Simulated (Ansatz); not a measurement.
Data:

```xyz
2
Lattice="4.3792 0.0000 0.0000 0.0000 4.3792 0.0000 2.1896 -2.1896 3.0434" Properties=species:S:1:pos:R:3 pbc="T T T"
Pb     0.0000     0.0000     0.0000
Se     2.1896     2.1896     0.0000
```

No spin polarisation.

Calculations: Ansatz (a program for electronic structure), PBEsol, PAW, cutoff 420 eV, without spin-orbit coupling. k-mesh 9×9×9 (Γ-centred); smearing 0.05 eV (Fermi–Dirac).

Problem. Predict the band gap and gap character.

Solution. 
```json
{
  "band_gap": "0.25 eV",
  "gap_character": "direct at N"
}
```

With Pb present, leaving out spin-orbit coupling can change the band edges. The cells carry an imposed strain or load. Stability against distortions was not tested. The cell was made from PbSe in the rock salt structure (space group Fm-3m, No. 225) by this change: biaxial strain +1.50 %, plane normal [001], relaxed out of plane. The zero or small gap of PbSe can change with the level of theory.
